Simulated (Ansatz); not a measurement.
Here is the system:

```
CELL_PARAMETERS angstrom
      4.82935     0.00000     0.00000
      2.41468     4.18234     0.00000
      0.00000     0.00000     5.37406
ATOMIC_POSITIONS crystal
  Si 0.00000 0.46277 0.33333
  Si 0.53723 0.00000 0.00000
  Si 0.46277 0.53723 0.66667
  O  0.27970 0.13012 0.22343
  O  0.59018 0.27970 0.89009
  O  0.72030 0.40982 0.44324
  O  0.86988 0.72030 0.10991
  O  0.40982 0.86988 0.77657
  O  0.13012 0.59018 0.55676
```

No spin polarisation.

All numbers come from LDA (Ansatz, a quantum-chemistry and plane-wave program; PAW; 420 eV plane waves; no spin-orbit coupling). Settings: 8×8×6 k-points, 0.05 eV Fermi–Dirac smearing.

**Question.** Predict the band gap.

**Answer.** 5.87 eV.

**Question.** What is the computed electron mass?

**Answer.** 0.49 mₑ (at Γ).

**Question.** What is the computed pressure (mean of the normal stresses, compression positive)?

**Answer.** 0.43 GPa.

**Question.** What is the computed smallest direct gap?

**Answer.** 6.15 eV.

The cells carry an imposed strain or load. Effective masses come from finite differences of ±0.01 Å⁻¹. Whether these cells are dynamically stable was not tested. The cell was made from SiO2 (space group P3_221, No. 154) by this change: biaxial strain −0.75 %, plane normal [001], relaxed out of plane.
